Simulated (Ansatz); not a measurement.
**Ti: uniaxial strain ε_xx = −2.00 %**

Consider Ti in the hcp (Mg type) structure (space group P6_3/mmc, No. 194; a = 2.9364 Å, c = 4.6402 Å; relaxed with 0.1 eV smearing). Axes: x lies along a and z along c of the hexagonal cell.

One thing is altered: the cell is compressed by 2.00 % along x with no lateral relaxation; the atoms relax in the strained cell.

Method: plane-wave PAW DFT at the r2SCAN level (Ansatz, a quantum-chemistry and plane-wave program, 500 eV), no SOC. Γ-centred 23×23×13 mesh, Fermi–Dirac width 0.1 eV.

```csv
quantity,base,changed,shift
space group,P6_3/mmc (No. 194),Cmcm (No. 63),–
shortest interatomic distance,287.4 pm,284.8 pm,-2.52 pm
energy relative to the base (free energy F),0 meV/atom,+4.0 meV/atom,+4.0 meV/atom
"pressure (mean of the normal stresses, compression positive)",0.0 GPa,2.4 GPa,+2.4 GPa
band gap,zero,zero,–
"stress (xx, yy, zz, yz, xz, xy; compression positive)",–,"(3.8, 2.0, 1.5, 0.0, 0.0, 0.0) GPa",–
```

No phonon test of stability was made. The final runs are not spin-polarised.
